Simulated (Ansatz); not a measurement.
Base system: CuAu (space group P4/mmm, No. 123; a = 2.869 Å, c = 3.645 Å; relaxed with 0.1 eV smearing).

Computed with PBE (Ansatz, a program for electronic structure; PAW; 420 eV plane waves; scalar-relativistic without spin-orbit coupling).

Strains are applied to the cell and any free atomic positions relax.

One change was made to it. Results:

```csv
quantity,base,after
energy relative to the base (free energy F),0 meV/atom,+1.5 meV/atom
"pressure (mean of the normal stresses, compression positive)",0.0 GPa,2.2 GPa
```

Question: Which change produced these results?
A. isotropic strain +1.50 %
B. isotropic strain −0.50 %
C. isotropic strain −2.50 %
D. isotropic strain +2.00 %
E. isotropic strain −1.00 %

Answer: B, isotropic strain −0.50 %. For comparison, the energy relative to the base in the other runs: isotropic strain −2.50 % gives +41 meV/atom; isotropic strain −1.00 % gives +6.2 meV/atom; isotropic strain +1.50 % gives +12 meV/atom; isotropic strain +2.00 % gives +22 meV/atom.

Whether these cells are dynamically stable was not tested. The final runs are not spin-polarised.
